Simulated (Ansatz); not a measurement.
Bond-angle distributions (per cent of the angles at each element, bins of 10°) of a relaxed model of amorphous Al28O45B2 at 3.01 g/cm³. All values below come from PBE, scalar-relativistic without spin-orbit coupling (plane waves to 420 eV, PAW; Ansatz, a first-principles code).

A CHGNet melt-quench gave the starting glass, which DFT then relaxed. O atoms were pushed apart under 1.9 Å during the dynamics, to hinder bonds among them. The hot cell started wider than the set density and was brought back towards it in steps. It is the lowest in DFT energy of 2 quenches. It is a model cell: composition and starting density were chosen by hand, and all elements were melted together. No dispersion term was used. Its density started from a set value of 3.01 and ended at 3.01 g/cm³. Cooling (nominally 340 K/ps over its main leg) ran many orders faster than in experiment, which tends to leave more defects and strain. One small periodic cell is one sample of the glass; other quenches scatter about these values. The volume was held where the preparation left it, at a PBE pressure of 1.8 GPa. Stress components on the final sampling reach 4.0 GPa.

Neighbours within Al-Al 2.66 Å, Al-O 2.40 Å, Al-B 2.25 Å, O-O 1.58 Å, O-B 1.80 Å, B-B 1.97 Å count as bonded. Two cations that share two anions don't count as bonded, nor two that share one unless they lie closer than Al-Al 2.59 Å, Al-B 2.19 Å, B-B 1.80 Å.

```json
[
 {"angle (°)": "50-60", "at Al": "0", "at O": "0"},
 {"angle (°)": "60-70", "at Al": "0", "at O": "0"},
 {"angle (°)": "70-80", "at Al": "6", "at O": "0"},
 {"angle (°)": "80-90", "at Al": "20", "at O": "4"},
 {"angle (°)": "90-100", "at Al": "19", "at O": "25"},
 {"angle (°)": "100-110", "at Al": "19", "at O": "9"},
 {"angle (°)": "110-120", "at Al": "12", "at O": "15"},
 {"angle (°)": "120-130", "at Al": "12", "at O": "23"},
 {"angle (°)": "130-140", "at Al": "2", "at O": "18"},
 {"angle (°)": "140-150", "at Al": "3", "at O": "4"},
 {"angle (°)": "150-160", "at Al": "1", "at O": "2"},
 {"angle (°)": "160-170", "at Al": "3", "at O": "0"},
 {"angle (°)": "170-180", "at Al": "3", "at O": "0"}
]
```

They go with these counts of neighbours within the cut-offs, cation contacts included: Al mean 4.6, most often 5; O mean 3.0, most often 3.
